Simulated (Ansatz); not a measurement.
Input and output of a self-consistent single point for SrHI (P4mm, 6 atoms in the cell) (Ansatz, an electronic-structure program).

Level of theory: PBEsol, default PAW files made with PBE (plane waves; Ansatz).

```
SrHI
1.0
    4.30244     0.00000     0.00000
    0.00000     4.30244     0.00000
    0.00000     0.00000     9.12510
Sr H I
2 2 2
Cartesian
  0.00000   2.15122   1.37022
  2.15122   0.00000   7.80488
  2.15122   2.15122   0.00000
  0.00000   0.00000   0.00000
  0.00000   2.15122   6.24860
  2.15122   0.00000   2.87651
```

Reference input (self-consistent single point, DFT, PBEsol, plane waves, default PAW files made with PBE): basis.ecutwfc = 420 eV; kpoints.mp_grid.grid = 6 6 3; hamiltonian.xc = pbesol; hamiltonian.pseudopotentials = {kind: paw} (the program's default PAW files); scf.occupations.method = fixed. This run's input differs from it in these lines:

Ansatz 0.2 input:
```diff
@@ -15,3 +15,3 @@
 kpoints:
-  mp_grid: { grid: [6, 6, 3] }
+  mp_grid: { grid: [5, 5, 3] }
 hamiltonian:
```

Output, abridged:

```
SCF iter   1: F=—  HF=-21887.459899 eV  |F-HF|=—  |Δ(HF+E_count)|=         —  Δρ=4.23e-3  dr2=3.09e-2  ethr=1.77e-3  ⟨swp⟩=6.9  Hψ=1687  notcnv=0  defer=44
all-band conjugate gradients solve this SCF's bands
preconditioner: auto → Resta (q_TF=auto, 2.270 Å⁻¹)
SCF iter   2: F=—  HF=-21887.454574 eV  |F-HF|=—  |Δ(HF+E_count)|=   5.33e-3  Δρ=1.88e-3  dr2=5.45e-3  ethr=5.52e-5  ⟨swp⟩=3.1  Hψ=768  notcnv=0  defer=48
SCF iter   3: F=—  HF=-21887.453992 eV  |F-HF|=—  |Δ(HF+E_count)|=   5.82e-4  Δρ=3.07e-4  dr2=2.43e-4  ethr=9.74e-6  ⟨swp⟩=3.0  Hψ=537  notcnv=0  defer=48
SCF iter   4: F=—  HF=-21887.454059 eV  |F-HF|=—  |Δ(HF+E_count)|=   6.64e-5  Δρ=1.19e-4  dr2=2.04e-5  ethr=4.34e-7  ⟨swp⟩=2.7  Hψ=650  notcnv=0  defer=48
SCF iter   5: F=—  HF=-21887.454066 eV  |F-HF|=—  |Δ(HF+E_count)|=   6.92e-6  Δρ=1.90e-5  dr2=7.40e-7  ethr=3.65e-8  ⟨swp⟩=2.4  Hψ=590  notcnv=0  defer=48
SCF iter   6: F=-21887.454067 eV  HF=-21887.454067 eV  |F-HF|=9.43e-8  |Δ(HF+E_count)|=   9.41e-7  Δρ=5.80e-6  dr2=6.34e-8  ethr=1.79e-10  ⟨swp⟩=18.9  Hψ=3285  notcnv=0
SCF 1 converged in 6 iterations: F = -21887.454067 eV  dr2 = 6.34e-8
Free energy (F): -21887.454067 eV
Internal energy: -21887.454067 eV  (E = F + TS)
E sigma→0 (E₀):  -21887.454067 eV
Fermi energy:    4.594354 eV
--- Forces (eV/Å), atoms counted from 1 ---
  atom   1  Sr     0.00000000     0.00000000    -0.19998041
  atom   2  Sr    -0.00000000     0.00000000     0.05058439
  atom   3  H      0.00000000     0.00000000     0.05248449
  atom   4  H      0.00000000     0.00000000     0.05248449
  atom   5  I     -0.00000000     0.00000000     0.11547187
  atom   6  I      0.00000000     0.00000000    -0.07101905
--- Stress (GPa, compression-positive) ---
       -1.756494       0.000000       0.000000
        0.000000      -1.756494       0.000000
        0.000000       0.000000      -1.381584
  P = ⅓ Tr σ = -1.6315 GPa (-16.315 kbar)
  The stress holds the Pulay correction. Without it, at fixed plane waves, as pw.x and ABINIT print it: P = -1.6610 GPa
```

The run converged in 6 iterations. Against the reference run the free energy hardly moves (within 1 meV/atom), the pressure moves little (-1.64 to -1.63 GPa), the largest force stays at 0.200 eV/Å and the gap on the mesh goes from 3.476 to 3.596 eV.

The starting cell comes from a database of computed structures (which also holds hypothetical and non-ambient phases and stackings), without a prior relaxation at this level. Its lattice was rescaled by up to half a per cent. One atom was moved a little off its site on purpose. Spin-orbit coupling is off. Ansatz's pressure includes its estimate of the finite-basis (Pulay) stress. Another mesh or the band path of this cell gives a smaller gap, so this value is not converged in the mesh.
